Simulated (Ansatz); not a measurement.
KI in the zinc blende structure (space group F-43m, No. 216; a hypothetical phase, not in the database extracts checked)

```yaml
crystal:
  lattice:
    - [0.00000, 3.96517, 3.96517]
    - [3.96517, 0.00000, 3.96517]
    - [3.96517, 3.96517, 0.00000]
  atoms:
    - { symbol: I, position: [0.75000, 0.75000, 0.75000] }
    - { symbol: K, position: [0.00000, 0.00000, 0.00000] }
```

Level of theory: r2SCAN, PAW, 500 eV (Ansatz, a quantum-chemistry and plane-wave program; scalar-relativistic without spin-orbit coupling). Settings: 7×7×7 k-points, 0.05 eV Fermi–Dirac smearing.

```json
{
 "volume_per_atom": "62.34 Å³",
 "density": "2.21 g/cm³",
 "band_gap": "4.47 eV, direct at Γ",
 "electron_mass": "0.45 mₑ",
 "Lowest conduction-band minima above the VBM": "Γ 4.47 eV; X along ⟨100⟩ 5.70 eV",
 "total_energy": "-4536.825 eV/atom (σ→0; compares only within this code and set-up)"
}
```

Spin-orbit coupling, missing from the scalar runs, can matter with I. Masses are band curvatures over ±0.01 Å⁻¹ around the edge. No phonon test of stability was made.
